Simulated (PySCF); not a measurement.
PySCF 2.14.0, HF/def2-svpd, df: Li(OH) ([Li][OH]), 3 atoms. The geometry is a generated start, not checked to be a minimum at this level.

| Item | Result |
|---|---|
| task | energy |
| method | hf |
| basis | def2-svpd |
| two-electron scheme | density fitting |
| mol.max_memory | 3000 MB |
| mf.max_cycle | 100 |
| mf.init_guess | minao (default) |
| mf.DIIS | CDIIS (default) |
| mf.diis_space | 8 (default) |
| mf.conv_tol | 1e-09 (default) |
| basis functions | 43 |

```xyz
3

Li    -0.8260    -0.7682    -0.7102
O      0.1230     0.1029     0.1049
H      0.7030     0.6653     0.6053
```

One run each on 2 threads, 1 BLAS thread. Values of level_shift (Hartree) tried: 0 (default), 0.1, 0.3, 1.

Question: Which value of level_shift (Hartree) needs the fewest Fock builds, and what happens away from it?

Answer: Fewest Fock builds, within one of each other: 0 (default) with 11, 0.1 with 11. The count rises to 26 at 1. All converge to one solution.

```csv
level_shift (Hartree),Fock builds,end
0 (default),11,same solution
0.1,11,same solution
0.3,14,same solution
1,26,same solution
```
